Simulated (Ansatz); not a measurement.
Take GaSb in the zinc blende structure (space group F-43m, No. 216; a = 6.1324 Å) as the base. Axes: x, y, z lie along the cube axes.

Computed with r2SCAN (Ansatz, a first-principles code; PAW; 500 eV plane waves; spin-orbit coupling left out).

Base values:

The pressure is 0.01 GPa.

Perturbation: the symmetric strain tensor [0.0040 -0.0128 0.0095; -0.0128 0.0008 0.0135; 0.0095 0.0135 -0.0210], atoms relaxed at fixed cell.

Task: What does the calculation give for the pressure after the change?

Result: The pressure (mean of the normal stresses, compression positive) grows by 0.947 GPa, from 0.01 GPa to 0.95 GPa.

Task: What happens to the energy relative to the base?

Result: The energy increases by 9.9 meV/atom.

Task: What happens to the largest internal atomic displacement?

Result: The largest internal atomic displacement comes out as 0.019 Å.

Whether these cells are dynamically stable was not tested.
